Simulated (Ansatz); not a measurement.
# Response to strain in Se

The reference is Se (space group P3_121, No. 152; a = 4.535 Å, c = 5.041 Å; made of chains).

Strains are applied to the cell and any free atomic positions relax.

Level of theory: Ansatz (an electronic-structure program) PBE, no spin-orbit coupling.

| isotropic strain (%) | band gap (eV) |
|---|---|
| -1.42 | 1.09 |
| 0 | 1.04 |
| 0.51 | ? |
| 0.71 | 1.01 |
| 5.55 | 0.72 |

Question: Fit E_g = E₀ + Dε (ε in %) to the rows shown and predict the withheld row.

Answer: Least squares on the printed values gives E₀ = 1.03 eV, D = -54.8 meV per % of strain (largest residual 0.02 eV); this predicts 1.00 eV, and the run gives 1.02 eV, 0.02 higher.

Gaps are read on the SCF mesh and a high-symmetry path. No phonon test of stability was made. No dispersion term is included, though the crystal is made of layers, chains or molecules, so its spacings can come out too wide.
